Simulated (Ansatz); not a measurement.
Levels about the gap of amorphous Zr6Si16O44 (66 atoms in a cell of 926 Å³, 3.05 g/cm³; zone centre alone, so wide bands show as single levels with stretches between that a denser mesh fills), at the geometry that PBE relaxed, where it gives 0.0 GPa on a denser mesh. The participation number counts the atoms over which a state spreads; weights are charges in smoothed Voronoi cells. The levels come from a single point, so bond lengths are those of that geometry. Method of the levels: r2SCAN, scalar-relativistic without spin-orbit coupling (Ansatz, an electronic-structure program). Sampling: the zone centre alone; Fermi-Dirac width 0.02 eV; no spin polarisation. At PBE the levels at both edges of the gap are localised (band-tail or defect states), and the nearest spread-out levels lie 4.7 eV apart at the zone centre.

Preparation: random packing, a CHGNet melt and quench, and a DFT relaxation. O atoms were pushed apart under 1.9 Å during the dynamics, to hinder bonds among them. The hot cell started wider than the set density and was brought back towards it in steps. It is the lowest in DFT energy of 2 quenches. It is a model cell: composition and starting density were chosen by hand, and all elements were melted together. No dispersion term was used. Its density started from a set value of 3.07 and ended at 3.05 g/cm³. The quench (nominally 300 K/ps over its main leg) was far faster than any real one, so the model tends to hold more defects than a real film. A cell of this size samples the disorder only roughly. The volume was free in the relaxation, at fixed shape. Stress components on the final sampling reach 1.1 GPa.

```
E - E(highest filled), eV  filling  participation number        largest on  weight O  weight Zr  weight Si
-------------------------  -------  --------------------  ----------------  --------  ---------  ---------
-0.32                       filled                  19.3   O, 2 neighbours      0.96       0.01       0.03
-0.31                       filled                  18.0   O, 2 neighbours      0.95       0.02       0.03
-0.26                       filled                  22.3   O, 2 neighbours      0.95       0.02       0.03
-0.22                       filled                  16.2   O, 2 neighbours      0.95       0.02       0.03
-0.12                       filled                  10.2   O, 2 neighbours      0.96       0.02       0.02
-0.07                       filled                   6.6   O, 2 neighbours      0.96       0.01       0.03
0.00                        filled                   6.1   O, 2 neighbours      0.96       0.01       0.03
4.72                         empty                   5.7  Zr, 5 neighbours      0.39       0.57       0.04
4.97                         empty                   2.6  Zr, 4 neighbours      0.27       0.70       0.03
5.03                         empty                   7.1  Zr, 6 neighbours      0.30       0.68       0.02
5.20                         empty                  10.9  Zr, 6 neighbours      0.33       0.64       0.03
5.25                         empty                   7.8  Zr, 6 neighbours      0.31       0.67       0.02
5.33                         empty                  10.0  Zr, 5 neighbours      0.36       0.60       0.04
5.40                         empty                   8.3  Zr, 5 neighbours      0.33       0.64       0.03
```

Most localised among these is the empty level at +4.97 eV, on a Zr atom, which has 4 neighbours (O 1.95 Å, O 1.99 Å, O 1.99 Å, O 2.06 Å).
